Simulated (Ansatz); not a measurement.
Band structure of HfCo2 (Fd-3m, 6 atoms in the cell).

```yaml
crystal:
  lattice:
    - [0.00000, 3.40627, 3.40627]
    - [3.40627, 0.00000, 3.40627]
    - [3.40627, 3.40627, 0.00000]
  atoms:
    - { symbol: Hf, position: [0.50000, 0.50000, 0.50000], spin: 1.0 }
    - { symbol: Hf, position: [0.75000, 0.75000, 0.75000], spin: 1.0 }
    - { symbol: Co, position: [0.12500, 0.12500, 0.12500], spin: 3.0 }
    - { symbol: Co, position: [0.62500, 0.12500, 0.12500], spin: 3.0 }
    - { symbol: Co, position: [0.12500, 0.12500, 0.62500], spin: 3.0 }
    - { symbol: Co, position: [0.12500, 0.62500, 0.12500], spin: 3.0 }
```
(The spins are starting values, not results.)

Method: PBEsol, PAW files made with PBE (plane waves; Ansatz, a program for electronic structure).

Settings: kpoints.mp_grid.grid = 7 7 7; hamiltonian.xc = pbesol; hamiltonian.pseudopotentials = {kind: paw} (an earlier, softer set of the program's PAW files); magnetization.spin_polarized = true; scf.occupations.method = fermi_dirac; scf.occupations.width = 0.1 eV; kpoints.band_path.npoints = 8.

The starting cell comes from a database of computed structures (which also holds hypothetical and non-ambient phases and stackings), without a prior relaxation at this level. Its lattice was rescaled by a random factor within 2.5 % of one. Spin-orbit coupling is off. The moments shrank to a small part of their start, a low-spin state that need not be the lowest. The program warned that a starting moment was not kept.

Levels in eV from the Fermi level, bands 57 to 64 of the first spin channel:
```
point     57     58     59     60     61     62    63    64
-----  -----  -----  -----  -----  -----  -----  ----  ----
Γ      -0.70  -0.70  -0.60  -0.60  -0.60   0.59  0.59  0.59
X      -0.65  -0.65  -0.63  -0.63  -0.17  -0.17  1.44  1.44
W      -1.06  -1.06  -0.35  -0.35   0.11   0.11  1.39  1.39
K      -0.98  -0.96  -0.52  -0.30   0.01   0.18  1.10  1.39
L      -0.75  -0.50  -0.50   0.41   0.41   0.59  0.79  1.10
U      -0.98  -0.96  -0.52  -0.30   0.01   0.18  1.10  1.39
```

Bands cross the Fermi level along this path, so the cell is metallic at this level.

The net moment of the cell came out as 0.91 μB.

Keys are those of Ansatz 0.2.
